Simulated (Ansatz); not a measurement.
BeTe under a change: biaxial strain +0.42 %, plane normal [111], relaxed out of plane

The reference is BeTe in the zinc blende structure (space group F-43m, No. 216; a = 5.657 Å). Axes: x, y, z lie along the cube axes.

The change: biaxial strain +0.42 %, plane normal [111], relaxed out of plane (Cartesian); in-plane vectors clamped, the third vector and the atoms free.

Calculations: Kohn–Sham DFT with the r2SCAN functional, run in Ansatz (a first-principles code) with PAW and 500 eV plane waves, no spin-orbit coupling. k-mesh 10×10×10 (Γ-centred); smearing 0.05 eV (Fermi–Dirac).

The volume per atom rises by 0.156 Å³, from 22.63 Å³ to 22.78 Å³ and the space group changes from F-43m (No. 216) to R3m (No. 160). The shortest interatomic distance is nearly the same (2.449 Å against 2.450 Å) and the energy grows by 0.3 meV/atom. The pressure (mean of the normal stresses, compression positive) falls by 0.40 GPa, from 0.01 GPa to -0.39 GPa and the band gap decreases by 0.01 eV to 2.36 eV. The gap character is indirect, Γ → F and the smallest direct gap drops by 0.04 eV, from 4.04 eV to 4.00 eV. The hole mass comes out as 0.12 mₑ out of plane, 0.80 mₑ in plane (at Γ) and the valence-band top at Γ (three highest levels, from the VBM) changes from 0.00, 0.00, 0.00 eV to 0.00, -0.04, -0.04 eV. The valley order (the lowest conduction-band minima on the path, energy above the VBM, named in the base's zone) changes from X along ⟨100⟩ 2.37 eV; L along ⟨111⟩ 3.51 eV to X along [001] 2.36 eV; L along [111] 3.42 eV; L along [1-1-1] 3.48 eV and the out-of-plane strain is -0.15 %.

Final structure (turned so that z lies along the plane normal):

```
BeTe
1.0
    4.01677     0.00000     0.00000
    2.00838     3.47862     0.00000
    2.00838    -1.15954     3.26102
Be Te
1 1
Direct
  0.00041   0.99979   0.99938
  0.49959   0.25021   0.75062
```

With Te present, leaving out spin-orbit coupling can change the band edges. Masses are band curvatures over ±0.01 Å⁻¹ around the edge. No phonon test of stability was made. k-point labels follow each cell's own Brillouin zone.
